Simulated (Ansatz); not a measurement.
TaW (model structure, Cmcm, No. 63, 4 atoms in the cell), treated with r²SCAN in Ansatz (plane waves, PAW).

Numerical settings: plane-wave cutoff 560 eV, 18×18×14 k mesh (along the axes of the cell as run), Fermi–Dirac smearing 0.05 eV, no spin polarisation, scalar-relativistic PAW data made under PBE.

Cell (relaxed at this level):

```xyz
4
Lattice="1.5252 -5.1140 0.0000 1.5252 5.1140 0.0000 0.0000 0.0000 4.5053" Properties=species:S:1:pos:R:3 pbc="T T T"
Ta     1.5252    -1.5298     1.1263
W      1.5252    -4.2388     1.1263
Ta     1.5252     1.5298     3.3790
W      1.5252     4.2388     3.3790
```

Task: Give the computed bulk modulus.

Result: 
- bulk modulus = 118 GPa

Note: the run has no spin polarisation, so it can have missed a magnetic state; the bulk modulus is −V dP/dV from two relaxed cells at ±2 % in volume; the relaxation could raise the start's symmetry but not lower it, so the cell can be a saddle point.

Spin–orbit coupling is not included.

Static lattice: no zero-point or thermal effects.

Cost on a shared machine: around 60 core-minutes (rough).

A model structure was made by putting elements into a prototype or built by hand; it is no filed structure, need not be a known phase, and can be a saddle point held by its symmetry.

Ansatz is a quantum-chemistry and plane-wave program.
